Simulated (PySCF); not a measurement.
PySCF 2.14.0, CAM-B3LYP/def2-svp: Hf(NMe)(F)(NH2) (C[N]=[Hf]([NH2])[F]), 10 atoms. The geometry is a generated start, not checked to be a minimum at this level.

```yaml
task: energy
method: cam-b3lyp
basis: def2-svp
mol.max_memory: 7000 MB
mf.init_guess: minao (default)
mf.DIIS: CDIIS (default)
mf.diis_space: 8 (default)
mf.conv_tol: 1e-09 (default)
mf.grids.level: 3 (default)
effective_core_potentials: those of the basis set, past Kr
basis functions (reference run): 113
grid points (reference run): 129016
```

```xyz
10

Hf    -0.2074     0.9964     0.9659
N     -0.2746     0.9680    -0.9380
C     -0.0999    -0.2012    -1.7879
H      0.4064    -1.0413    -1.2766
H     -1.0662    -0.5593    -2.1724
H      0.5075     0.0703    -2.6614
F     -0.4528     2.8058     1.5317
N      0.3271    -0.6630     1.9215
H      0.4022    -0.8008     2.9263
H      0.4576    -1.5748     1.4909
```

The reference run uses exact four-centre integrals. One run each, on a shared machine, so no times are given.

Settings tried, all else as in the reference:
- density fitting of J alone, exact K
- density fitting, auxbasis = def2-universal-jfit
- density fitting, auxbasis = autoaux
- COSX exchange (sgx_fit, pjs) with fitted J, mf.with_df.grids_level_i = 1, mf.with_df.grids_level_f = 4
- density fitting
- COSX exchange (sgx_fit, pjs) with fitted J, mf.with_df.grids_level_i = 1, mf.with_df.grids_level_f = 1
- COSX exchange (sgx_fit, pjs) with fitted J, mf.with_df.grids_level_i = 1, mf.with_df.grids_level_f = 3
- COSX exchange (sgx_fit, pjs) with fitted J, mf.with_df.grids_level_i = 1, mf.with_df.grids_level_f = 2 (default)

Question: Sort the settings: which keep to the reference within 1.0 meV/atom in energy, and which don't?

Answer: Within it: density fitting, auxbasis = autoaux; density fitting; COSX exchange (sgx_fit, pjs) with fitted J, mf.with_df.grids_level_i = 1, mf.with_df.grids_level_f = 2 (default); COSX exchange (sgx_fit, pjs) with fitted J, mf.with_df.grids_level_i = 1, mf.with_df.grids_level_f = 4; density fitting of J alone, exact K; COSX exchange (sgx_fit, pjs) with fitted J, mf.with_df.grids_level_i = 1, mf.with_df.grids_level_f = 3; COSX exchange (sgx_fit, pjs) with fitted J, mf.with_df.grids_level_i = 1, mf.with_df.grids_level_f = 1. Outside: density fitting, auxbasis = def2-universal-jfit.

```json
[
 {"setting": "density fitting, auxbasis = autoaux", "energy against the reference": "−0.064 meV/atom"},
 {"setting": "density fitting", "energy against the reference": "−0.093 meV/atom"},
 {"setting": "COSX exchange (sgx_fit, pjs) with fitted J, mf.with_df.grids_level_i = 1, mf.with_df.grids_level_f = 2 (default)", "energy against the reference": "−0.21 meV/atom"},
 {"setting": "COSX exchange (sgx_fit, pjs) with fitted J, mf.with_df.grids_level_i = 1, mf.with_df.grids_level_f = 4", "energy against the reference": "−0.22 meV/atom"},
 {"setting": "density fitting of J alone, exact K", "energy against the reference": "−0.22 meV/atom"},
 {"setting": "COSX exchange (sgx_fit, pjs) with fitted J, mf.with_df.grids_level_i = 1, mf.with_df.grids_level_f = 3", "energy against the reference": "−0.23 meV/atom"},
 {"setting": "COSX exchange (sgx_fit, pjs) with fitted J, mf.with_df.grids_level_i = 1, mf.with_df.grids_level_f = 1", "energy against the reference": "−0.28 meV/atom"},
 {"setting": "density fitting, auxbasis = def2-universal-jfit", "energy against the reference": "+18 meV/atom"}
]
```

Total energies are compared; such shifts often cancel in part in energy differences. sgx_fit (COSX, pjs=True) fits J as well, so its difference is the sum of the grid's shift in exchange and the fit's in Coulomb. def2-universal-jfit is made for Coulomb alone and misses functions that exchange needs. No test of the SCF solution's stability was run. Also tried and not ranked: density fitting, auxbasis = def2-universal-jkfit (same energy as a listed run). The tolerance is a choice made for this comparison.
